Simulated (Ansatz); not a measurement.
The structure below was relaxed with PBE, PAW, 420 eV (Ansatz, a program for electronic structure; no SOC), at pressure 0.7 GPa.

```xyz
4
Lattice="3.7366 0.0000 0.0000 -1.8683 3.2360 0.0000 0.0000 0.0000 11.9721" Properties=species:S:1:pos:R:3 pbc="T T T"
La     0.0000     0.0000     0.0000
La     0.0000     0.0000     5.9860
La     0.0000     2.1573     2.9930
La     1.8683     1.0787     8.9790
```

Task: Find the space group and the Wyckoff positions.

Result: Space group P6₃/mmc (No. 194); a = b = 3.737 Å, c = 11.972 Å, α = β = 90.00°, γ = 120.00°

```tsv
atom	site	symmetry	x	y	z
La	2a	-3m.	0.0000	0.0000	0.0000
La	2c	-6m2	0.3333	0.6667	0.2500
```

Load acts through the strain it causes; cell and atoms are relaxed under it. No phonon test of stability was made. The cell was made from La (space group P6_3/mmc, No. 194) by this change: pressure 0.7 GPa.
